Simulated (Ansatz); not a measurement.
CaO: response to strain

Base system: CaO in the rock salt structure (space group Fm-3m, No. 225).

```xyz
2
Lattice="0.0000 2.3836 2.3836 2.3836 0.0000 2.3836 2.3836 2.3836 0.0000" Properties=species:S:1:pos:R:3 pbc="T T T"
Ca     0.0000     0.0000     0.0000
O      2.3836     2.3836     2.3836
```

Cartesian axes are those of the cell as printed.

Strains are applied to the cell and any free atomic positions relax.

Level of theory: PBEsol, PAW, 420 eV (Ansatz, a first-principles code; without spin-orbit coupling).

Candidates:
(a) uniaxial strain ε_zz = +2.50 %
(b) uniaxial strain ε_zz = +1.00 %
(c) uniaxial strain ε_zz = −1.50 %
(d) uniaxial strain ε_zz = −2.50 %

Notes on the quantities. energy relative to the base: free energy F.

**Question.** Order them by energy relative to the base, highest first.

**Answer.** (d) uniaxial strain ε_zz = −2.50 % (+6.7 meV/atom), (a) uniaxial strain ε_zz = +2.50 % (+5.4 meV/atom), (c) uniaxial strain ε_zz = −1.50 % (+2.3 meV/atom), (b) uniaxial strain ε_zz = +1.00 % (+0.9 meV/atom)

Stability against distortions was not tested.
